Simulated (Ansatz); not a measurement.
A self-consistent single point of a (111) slab of ZrCu5 (cut from a parent of space group no. 216; 12 atoms in the cell) with Ansatz (a program for electronic structure)

Method: LDA (PW92), default PAW files made with PBE (plane waves; Ansatz).

The input file:

Ansatz 0.2 input:
```yaml
crystal:
  lattice:
    - [4.83912800, 0.00000000, 0.00000000]
    - [2.41956400, 4.19080800, 0.00000000]
    - [0.00000000, 0.00000000, 20.41711900]
  atoms:
    - { symbol: Cu, position: [0.76692000, 0.76692000, 0.41524500] }
    - { symbol: Cu, position: [0.26810700, 0.26810700, 0.34285000] }
    - { symbol: Cu, position: [0.76454700, 0.26810700, 0.34285000] }
    - { symbol: Cu, position: [0.26810700, 0.76454700, 0.34285000] }
    - { symbol: Cu, position: [0.43358700, 0.43358700, 0.43892200] }
    - { symbol: Cu, position: [0.10025300, 0.10025300, 0.60876900] }
    - { symbol: Cu, position: [0.60144000, 0.60144000, 0.53636900] }
    - { symbol: Cu, position: [0.09788000, 0.60144000, 0.53636900] }
    - { symbol: Cu, position: [0.60144000, 0.09788000, 0.53636900] }
    - { symbol: Cu, position: [0.76692000, 0.76692000, 0.63244000] }
    - { symbol: Zr, position: [0.10025300, 0.10025300, 0.46362600] }
    - { symbol: Zr, position: [0.43358700, 0.43358700, 0.65715000] }
basis:
  ecutwfc: 420.0 eV
kpoints:
  mp_grid:
    grid: [5, 5, 1]
hamiltonian:
  xc: lda
  pseudopotentials:
    kind: paw
scf:
  occupations:
    method: fermi_dirac
    width: 0.1 eV
output:
  forces: true
  eigenvalues: true
  stress: true
```

Log, with long lists cut:

```
WARN the atoms were moved onto the symmetric positions of the space group found under crystal.symmetry.tolerance 1.0e-5 (fractional …
WARN ansatz: RAYON_NUM_THREADS=1 ignored (pool sized by the plan → 1); use --threads N
Pseudopotentials: kind: paw
Pseudopotential: Cu, paw, valence charge 19
Pseudopotential: Zr, paw, valence charge 12
Crystal: 12 atoms, lattice volume = 414.056 Å³
Basis set: ecut = 420 eV, 7947 PW (Γ)
Bands: 129, of which v1, the nominal top of the filled ones, is band 107 counted from 1 (106 counted from 0)
Symmetry: 6 space group operations
Space group: P3m1 (ITA 156), of the structure as read, at distance tolerance 7.5e-5 Å
k-points: 5 of 25 (time reversal used)
PAW frozen core: Cu, regenerated for the run's functional, and the local potential with it
PAW frozen core: Zr, regenerated for the run's functional, and the local potential with it
Initial density: superposition of atomic densities (neutral atoms: chi_scale 0, normalization atom), corrected by the library's trained network
Initial wavefunctions: pseudopotential atomic-orbital guess
Eigensolver: davidson
Functional: x = slater, c = lda
SCF iter   1: F=—  HF=-73707.921680 eV  |F-HF|=—  |Δ(HF+E_count)|=         —  Δρ=1.17e-2  dr2=4.74e0  ethr=1.77e-3  ⟨swp⟩=7.2  Hψ=2573  notcnv=0  defer=9
all-band conjugate gradients solve this SCF's bands
preconditioner: auto → LDOS
SCF iter   2: F=—  HF=-73708.248435 eV  |F-HF|=—  |Δ(HF+E_count)|=   3.27e-1  Δρ=3.04e-2  dr2=2.28e0  ethr=1.77e-3  ⟨swp⟩=2.6  Hψ=1130  notcnv=0  defer=25
SCF iter   3: F=—  HF=-73707.877656 eV  |F-HF|=—  |Δ(HF+E_count)|=   3.71e-1  Δρ=1.57e-2  dr2=6.97e-1  ethr=1.07e-3  ⟨swp⟩=2.0  Hψ=798  notcnv=0  defer=25
SCF iter   4: F=—  HF=-73707.752977 eV  |F-HF|=—  |Δ(HF+E_count)|=   1.25e-1  Δρ=2.87e-3  dr2=2.50e-2  ethr=3.26e-4  ⟨swp⟩=2.0  Hψ=1088  notcnv=0  defer=24
SCF iter   5: F=—  HF=-73707.749826 eV  |F-HF|=—  |Δ(HF+E_count)|=   3.15e-3  Δρ=1.31e-3  dr2=7.72e-3  ethr=1.17e-5  ⟨swp⟩=2.0  Hψ=1071  notcnv=0  defer=24
SCF iter   6: F=—  HF=-73707.749280 eV  |F-HF|=—  |Δ(HF+E_count)|=   5.46e-4  Δρ=3.23e-4  dr2=1.01e-3  ethr=3.61e-6  ⟨swp⟩=2.0  Hψ=805  notcnv=0  defer=24
SCF iter   7: F=—  HF=-73707.749363 eV  |F-HF|=—  |Δ(HF+E_count)|=   8.23e-5  Δρ=3.21e-4  dr2=4.12e-4  ethr=4.71e-7  ⟨swp⟩=2.0  Hψ=927  notcnv=0  defer=24
SCF iter   8: F=—  HF=-73707.749337 eV  |F-HF|=—  |Δ(HF+E_count)|=   2.60e-5  Δρ=7.47e-5  dr2=3.45e-5  ethr=1.93e-7  ⟨swp⟩=2.0  Hψ=871  notcnv=0  defer=24
SCF iter   9: F=—  HF=-73707.749329 eV  |F-HF|=—  |Δ(HF+E_count)|=   7.30e-6  Δρ=3.15e-5  dr2=5.72e-6  ethr=1.61e-8  ⟨swp⟩=2.0  Hψ=937  notcnv=0  defer=24
SCF iter  10: F=—  HF=-73707.749333 eV  |F-HF|=—  |Δ(HF+E_count)|=   3.93e-6  Δρ=1.61e-5  dr2=1.17e-6  ethr=2.67e-9  ⟨swp⟩=2.2  Hψ=883  notcnv=0  defer=24
SCF iter  11: F=—  HF=-73707.749334 eV  |F-HF|=—  |Δ(HF+E_count)|=   6.23e-7  Δρ=1.36e-5  dr2=5.45e-7  ethr=5.46e-10  ⟨swp⟩=2.0  Hψ=981  notcnv=0  defer=24
SCF iter  12: F=-73707.749334 eV  HF=-73707.749334 eV  |F-HF|=3.20e-8  |Δ(HF+E_count)|=   1.25e-7  Δρ=4.70e-6  dr2=8.93e-8  ethr=4.67e-11  ⟨swp⟩=12.6  Hψ=3055  notcnv=0
SCF 1 converged in 12 iterations: F = -73707.749334 eV  dr2 = 8.93e-8
SCF converged after 12 iterations
Free energy (F): -73707.749334 eV
Harris-Foulkes:  -73707.749334 eV  (|F-HF|=3.20e-8)
Internal energy: -73707.510037 eV  (E = F + TS)
E sigma→0 (E₀):  -73707.629686 eV
Entropy (-TS):   -0.239296 eV (-19.941 meV/atom)
Fermi energy:    3.799166 eV
--- Per-component energies (eV) ---
  E_band       = -6513.496933
  E_kinetic    = 3661.075071
  E_local      = -315225.488442  (includes V_loc(G=0)·N_el)
  E_nonlocal   = 4096.606753
  E_hartree    = 153575.447042
  E_xc         = -1205.039481
  E_vxc        = -1527.746302  (∫ρ·V_xc dr)
  E_paw        = -21620.250607  (= ΣΔE_a)
  E_vpaw       = -4668.801162  (= ΣTr[D̂ρ^β])
  E_aug_tail   = 0.002546  (compensation charges beyond the density's cutoff)
  E_ewald      = 103004.899677
  E_core_change = 5.237403  (= ΣΔE_core)
  E_smearing   = -0.239296  (= −TS)
  E_closure    = -0.000000  (closes the sum)
  Σ components = -73707.749334   (vs F -73707.749334, Δ=0.00e0)
--- Forces (eV/Å), atoms counted from 1 ---
  atom   1  Cu     0.00000000     0.00000000     0.13337639
  atom   2  Cu    -0.41919553    -0.24202265     0.56213440
  atom   3  Cu     0.41919553    -0.24202265     0.56213440
  atom   4  Cu     0.00000000     0.48404531     0.56213440
  atom   5  Cu     0.00000000     0.00000000    -0.21979439
  atom   6  Cu    -0.00000000     0.00000000    -0.35573161
  atom   7  Cu    -0.15218360    -0.08786324     0.19108317
  atom   8  Cu     0.15218360    -0.08786324     0.19108317
  atom   9  Cu     0.00000000     0.17572648     0.19108317
  atom  10  Cu    -0.00000000     0.00000000     0.57978164
  atom  11  Zr    -0.00000000     0.00000000    -0.37916210
  atom  12  Zr     0.00000000     0.00000000    -2.01808771
  max |Σ_I F_I| component: 3.49e-5 eV/Å
--- Stress (GPa, compression-positive) ---
       -5.683428      -0.000000      -0.000000
        0.000000      -5.683428      -0.000000
       -0.000000       0.000000      -4.011603
  P = ⅓ Tr σ = -5.1262 GPa (-51.262 kbar)
  The stress holds the Pulay correction. Without it, at fixed plane waves, as pw.x and ABINIT print it: P = -5.1567 GPa
--- Band table (eV; the first three rows and the last of 5) ---
  k-point 0: bands = ["-108.5050", "-108.4891", "-108.4891", "-108.4644", "-108.2472", "-108.1007", "-107.9582", "-107.8524", "-107.8368", "-107.8368", "-66.3657", "-66.3465", "-66.3465", "-66.3404", "-66.3196", "-66.3196", "-66.2830", "-66.2722", [...]
  k-point 1: bands = ["-108.5037", "-108.4904", "-108.4891", "-108.4644", "-108.2473", "-108.1007", "-107.9582", "-107.8511", "-107.8381", "-107.8369", "-66.3570", "-66.3436", "-66.3399", "-66.3383", "-66.3213", "-66.3196", "-66.2876", "-66.2728", [...]
  k-point 2: bands = ["-108.5006", "-108.4935", "-108.4891", "-108.4643", "-108.2473", "-108.1007", "-107.9582", "-107.8481", "-107.8411", "-107.8369", "-66.3509", "-66.3359", "-66.3257", "-66.3238", "-66.3195", "-66.3182", "-66.3008", "-66.2792", [...]
  k-point 4: bands = ["-108.4988", "-108.4954", "-108.4891", "-108.4643", "-108.2473", "-108.1007", "-107.9582", "-107.8464", "-107.8429", "-107.8369", "-66.3424", "-66.3341", "-66.3276", "-66.3242", "-66.3195", "-66.3146", "-66.2988", "-66.2848", [...]
```

The run converged in 12 iterations.

The starting cell comes from a database of computed structures (which also holds hypothetical and non-ambient phases and stackings), without a prior relaxation at this level. The slab is cut from that crystal, and its faces are unrelaxed. Its lattice was rescaled by up to half a per cent. Spin polarisation is off. The two faces of this cut differ, and no dipole correction was used. Forces in this geometry exceed 1 eV/Å.

Cost on one core of a shared machine: roughly 30 s.
